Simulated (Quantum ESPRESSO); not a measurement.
A self-consistent single point of a (001) slab of Na3BrO (cut from a parent of space group no. 221; 10 atoms in the cell) with Quantum ESPRESSO.

Method of the run: PBEsol, GBRV 1.5 ultrasoft (PBESOL) pseudopotentials (plane waves; Quantum ESPRESSO).

The change in words: vacuum of 3 angstrom (first run: 14 Å). Reference geometry:
```
CELL_PARAMETERS angstrom
      4.51046     0.00000     0.00000
      0.00000     4.51046     0.00000
      0.00000     0.00000    20.76571
ATOMIC_POSITIONS crystal
  Na 0.00000 0.50000 0.33709
  Na 0.50000 0.00000 0.33709
  Na 0.50000 0.50000 0.44570
  Br 0.00000 0.00000 0.44570
  O  0.50000 0.50000 0.33709
  Na 0.00000 0.50000 0.55430
  Na 0.50000 0.00000 0.55430
  Na 0.50000 0.50000 0.66291
  Br 0.00000 0.00000 0.66291
  O  0.50000 0.50000 0.55430
```

Reference input (self-consistent single point, DFT, PBEsol, plane waves, GBRV 1.5 ultrasoft (PBESOL) pseudopotentials): ecutwfc = 40 Ry; ecutrho = 200 Ry; occupations = smearing; smearing = fd; degauss = 0.00147 Ry; mixing_mode = local-TF; K_POINTS = automatic 3 3 1 0 0 0; conv_thr = 1e-08 Ry; mixing_beta = 0.3. This run's input differs from it in these lines:

```diff
@@ -11,3 +11,3 @@
   A = 4.510464000
-  C = 20.765714000
+  C = 9.765719000
   nat = 10
@@ -30,12 +30,12 @@
 ATOMIC_POSITIONS {angstrom}
-Na    0.000000000    2.255232000    6.999997595
-Na    2.255232000    0.000000000    6.999997595
-Na    2.255232000    2.255232000    9.255216433
-Br    0.000000000    0.000000000    9.255216433
-O     2.255232000    2.255232000    6.999997595
-Na    0.000000000    2.255232000   11.510497567
-Na    2.255232000    0.000000000   11.510497567
-Na    2.255232000    2.255232000   13.765716405
-Br    0.000000000    0.000000000   13.765716405
-O     2.255232000    2.255232000   11.510497567
+Na    0.000000000    2.255232000    1.500004673
+Na    2.255232000    0.000000000    1.500004673
+Na    2.255232000    2.255232000    3.755221693
+Br    0.000000000    0.000000000    3.755221693
+O     2.255232000    2.255232000    1.500004673
+Na    0.000000000    2.255232000    6.010497307
+Na    2.255232000    0.000000000    6.010497307
+Na    2.255232000    2.255232000    8.265714327
+Br    0.000000000    0.000000000    8.265714327
+O     2.255232000    2.255232000    6.010497307
 K_POINTS {automatic}
```

Output (repeated stretches shortened):

```
     Self-consistent Calculation

     iteration #  1     ecut=    40.00 Ry     beta= 0.30

     total energy              =    -717.44210662 Ry
     estimated scf accuracy    <       2.31197612 Ry

     iteration #  2     ecut=    40.00 Ry     beta= 0.30

     total energy              =    -717.03371967 Ry
     estimated scf accuracy    <       1.14456128 Ry

     iteration #  3     ecut=    40.00 Ry     beta= 0.30

     total energy              =    -717.16417178 Ry
     estimated scf accuracy    <       0.15493852 Ry

   [... 15 blocks of this kind left out ...]

     iteration # 19     ecut=    40.00 Ry     beta= 0.30

     total energy              =    -717.15600106 Ry
     estimated scf accuracy    <       0.00000002 Ry

     iteration # 20     ecut=    40.00 Ry     beta= 0.30
     End of self-consistent calculation

     the Fermi energy is     3.6789 ev

!    total energy              =    -717.15600106 Ry
     estimated scf accuracy    <          9.7E-09 Ry
     smearing contrib. (-TS)   =       0.00000000 Ry
     internal energy E=F+TS    =    -717.15600106 Ry

     convergence has been achieved in  20 iterations

     Forces acting on atoms (cartesian axes, Ry/au):

     atom    1 type  1   force =     0.00000000    0.00000000   -0.00847567
     atom    2 type  1   force =     0.00000000    0.00000000   -0.00847567
     atom    3 type  1   force =     0.00000000    0.00000000    0.00074195
     atom    4 type  2   force =     0.00000000    0.00000000   -0.00233320
     atom    5 type  3   force =     0.00000000    0.00000000   -0.00986707
   [... lines left out ...]

     Total force =     0.024236     Total SCF correction =     0.000162

          total   stress  (Ry/bohr**3)                   (kbar)     P=       -1.16
   0.00001075   0.00000000   0.00000000            1.58        0.00        0.00
   0.00000000   0.00001075   0.00000000            0.00        1.58        0.00
   0.00000000   0.00000000  -0.00004509            0.00        0.00       -6.63

   JOB DONE.
```

The run converged in 20 iterations. Against the reference run the free energy falls by 53.1 meV/atom, the largest force goes from 0.164 to 0.436 eV/Å and the gap on the mesh goes from 1.846 to 1.765 eV.

The starting cell comes from a database of computed structures (which also holds hypothetical and non-ambient phases and stackings), without a prior relaxation at this level. The slab is cut from that crystal, and its faces are unrelaxed. Its lattice was rescaled by up to half a per cent. Spin polarisation is off, though cut faces can carry moments; a gap of a slab can lie between surface states. The two faces of this cut differ, and no dipole correction was used.

Cost on one core of a shared machine: roughly 50 s.
